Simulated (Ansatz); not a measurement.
The starting structures come from a database of crystals and need not be the phases stable at ambient conditions.

 Where the default PAW files enter, the runs use the earlier of Ansatz's two default sets.

Tunnelling through a barrier is set by its complex band structure: the current falls as exp(−2κd) with the smallest κ.

```xyz
4
Lattice="3.7801 0.0000 0.0000 -1.8900 3.2736 0.0000 1.8900 1.0912 6.2112" Properties=species:S:1:pos:R:3 pbc="T T T"
Sr     1.8900     1.0912     1.7428
Sr     1.8900     3.2736     4.4684
H      0.0000     0.0000     0.0000
N      0.0000     2.1824     3.1056
```

Space group of this cell: R-3m. The cell was relaxed by PBE-D3(BJ); by PBEsol its mean pressure is -0.5 GPa.

Transport runs along the normal of the first two printed cell vectors, the (001) plane of the conventional cell.

No gap correction and no spin-orbit coupling; mid-gap values are interpolated between computed energies.

Problem. Estimate the band gap and the smallest decay constant κ at mid-gap that PBEsol run with Ansatz (a quantum-chemistry and plane-wave program) returns for this system.

Solution. Gap 1.71 eV on a 10×10×10 mesh; κ = 0.208 1/Å, at the zone centre.
